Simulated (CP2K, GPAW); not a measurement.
A GPAW input for a self-consistent single point of Ca₂In₃Cu (Cm, 6 atoms in the cell) (DFT LDA (Perdew-Wang 92), plane waves, GPAW PAW datasets LDA (gpaw-data 1.0.1)):

```python
from ase import Atoms
from ase.units import GPa
from gpaw import GPAW, PW, FermiDirac

atoms = Atoms(['Ca', 'Ca', 'In', 'In', 'In', 'Cu'],
              cell=[[5.633200, -2.385520, 0.000000],
                    [5.633200, 2.385520, 0.000000],
                    [-5.034296, 0.000000, 5.666020]],
              scaled_positions=[[0.541000, 0.541000, 0.290970],
                                [0.455260, 0.455260, 0.704930],
                                [0.857650, 0.857650, 0.318650],
                                [0.817520, 0.817520, 0.869220],
                                [0.159100, 0.159100, 0.096370],
                                [0.169470, 0.169470, 0.719860]],
              pbc=True)

calc = GPAW(mode=PW(850),
            xc='LDA',
            kpts={'size': (4, 4, 3), 'gamma': True},
            occupations=FermiDirac(0.05),
            nbands=-14,
            convergence={'density': 1e-05, 'energy': 1e-05},
            symmetry={'symmorphic': False, 'tolerance': 0.0005},
            maxiter=120)

atoms.calc = calc

energy = atoms.get_potential_energy()
print('Energy (eV):', round(energy, 6))
forces = atoms.get_forces()
print('Forces (eV/Ang):')
print(forces.round(5))
stress = atoms.get_stress()
print('Stress (GPa, Voigt):', (stress / GPa).round(4))
```

Problem. Give the CP2K input for the same structure, mesh, smearing and functional.

Solution. One input that does it (others would too):

```
&GLOBAL
  PROJECT bulk
  RUN_TYPE ENERGY_FORCE
  PRINT_LEVEL LOW
&END GLOBAL
&FORCE_EVAL
  METHOD Quickstep
  STRESS_TENSOR ANALYTICAL
  &DFT
    BASIS_SET_FILE_NAME BASIS_MOLOPT
    POTENTIAL_FILE_NAME GTH_POTENTIALS
    &QS
      METHOD GPW
      EPS_DEFAULT 1E-10
    &END QS
    &MGRID
      CUTOFF 600
      REL_CUTOFF 40
      NGRIDS 5
    &END MGRID
    &SCF
      SCF_GUESS ATOMIC
      EPS_SCF 1E-7
      MAX_SCF 100
      ADDED_MOS 12
      &DIAGONALIZATION
        ALGORITHM STANDARD
      &END DIAGONALIZATION
      &MIXING
        METHOD BROYDEN_MIXING
        ALPHA 0.3
        NBUFFER 8
        BETA 1.5
      &END MIXING
      &SMEAR ON
        METHOD FERMI_DIRAC
        ELECTRONIC_TEMPERATURE [K] 580.23
      &END SMEAR
    &END SCF
    &KPOINTS
      SCHEME MONKHORST-PACK 4 4 3
      GAMMA_CENTERED T
    &END KPOINTS
    &XC
      &XC_FUNCTIONAL PADE
      &END XC_FUNCTIONAL
    &END XC
    &PRINT
      &MO
        EIGENVALUES T
        OCCUPATION_NUMBERS T
        NDIGITS 8
        FILENAME mo
        &EACH
          QS_SCF 0
        &END EACH
        ADD_LAST NUMERIC
      &END MO
      &MULLIKEN OFF
      &END MULLIKEN
    &END PRINT
  &END DFT
  &SUBSYS
    &CELL
      A 6.11748700 0.00000000 0.00000000
      B 4.25701500 4.39334400 0.00000000
      C -4.63575900 -1.96312900 5.66602000
      PERIODIC XYZ
    &END CELL
    &COORD
      SCALED
      Ca       0.54100000     0.54100000     0.29097000
      Ca       0.45526000     0.45526000     0.70493000
      In       0.85765000     0.85765000     0.31865000
      In       0.81752000     0.81752000     0.86922000
      In       0.15910000     0.15910000     0.09637000
      Cu       0.16947000     0.16947000     0.71986000
    &END COORD
    &KIND Ca
      BASIS_SET DZVP-MOLOPT-SR-GTH-q10
      POTENTIAL GTH-PADE-q10
    &END KIND
    &KIND In
      BASIS_SET DZVP-MOLOPT-SR-GTH-q13
      POTENTIAL GTH-PADE-q13
    &END KIND
    &KIND Cu
      BASIS_SET DZVP-MOLOPT-SR-GTH-q11
      POTENTIAL GTH-PADE-q11
    &END KIND
  &END SUBSYS
  &PRINT
    &FORCES ON
    &END FORCES
    &STRESS_TENSOR ON
    &END STRESS_TENSOR
  &END PRINT
&END FORCE_EVAL
```

Basis, cutoffs, solver keys and any potentials are the target program's own. This input uses DFT LDA (Pade form), GPW, DZVP-MOLOPT-SR-GTH basis, GTH-PADE potentials (GTH_POTENTIALS). LDA parametrisations can differ slightly between programs.

The starting cell comes from a database of computed structures (which also holds hypothetical and non-ambient phases and stackings), without a prior relaxation at this level.
